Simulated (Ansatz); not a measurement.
Results of r²SCAN in Ansatz (plane waves, PAW) for Sr3Sn2O7 (Cmcm, No. 63, 24 atoms in the cell; start mp-17743).

Run with plane-wave cutoff 560 eV, 6×6×6 k mesh, Fermi–Dirac smearing 0.01 eV, scalar-relativistic PAW data made under PBE.

Cell (relaxed at this level):

```yaml
crystal:
  lattice:
    - [10.26955, -2.89878, 0.00000]
    - [10.26955, 2.89878, 0.00000]
    - [0.00000, 0.00000, 5.72221]
  atoms:
    - { symbol: Sr, position: [0.24675, 0.75325, 0.75000] }
    - { symbol: Sr, position: [0.75325, 0.24675, 0.25000] }
    - { symbol: Sr, position: [0.42548, 0.94805, 0.75000] }
    - { symbol: Sr, position: [0.57452, 0.05195, 0.25000] }
    - { symbol: Sr, position: [0.94805, 0.42548, 0.25000] }
    - { symbol: Sr, position: [0.05195, 0.57452, 0.75000] }
    - { symbol: Sn, position: [0.84740, 0.34959, 0.75000] }
    - { symbol: Sn, position: [0.15260, 0.65041, 0.25000] }
    - { symbol: Sn, position: [0.34959, 0.84740, 0.25000] }
    - { symbol: Sn, position: [0.65041, 0.15260, 0.75000] }
    - { symbol: O, position: [0.08426, 0.08426, 0.50000] }
    - { symbol: O, position: [0.91574, 0.91574, 0.50000] }
    - { symbol: O, position: [0.91574, 0.91574, 0.00000] }
    - { symbol: O, position: [0.08426, 0.08426, 0.00000] }
    - { symbol: O, position: [0.38973, 0.38973, 0.00000] }
    - { symbol: O, position: [0.61027, 0.61027, 0.00000] }
    - { symbol: O, position: [0.61027, 0.61027, 0.50000] }
    - { symbol: O, position: [0.38973, 0.38973, 0.50000] }
    - { symbol: O, position: [0.39341, 0.00054, 0.25000] }
    - { symbol: O, position: [0.60659, 0.99946, 0.75000] }
    - { symbol: O, position: [0.00054, 0.39341, 0.75000] }
    - { symbol: O, position: [0.99946, 0.60659, 0.25000] }
    - { symbol: O, position: [0.68363, 0.31637, 0.75000] }
    - { symbol: O, position: [0.31637, 0.68363, 0.25000] }
```

**Question.** Estimate the band gap that the calculation returns.

**Answer.** 
- band gap: 3.15 eV (on the SCF k mesh)

Note: the relaxation could not lower the start's symmetry, so the cell can be a saddle point above a distorted one.

Spin–orbit coupling is not included.

Static lattice: no zero-point or thermal effects.

It cost very roughly 50 core-minutes of CPU time.

A start named mp-… is a Materials Project structure, which need not be a measured phase.

Ansatz is a program for electronic structure.
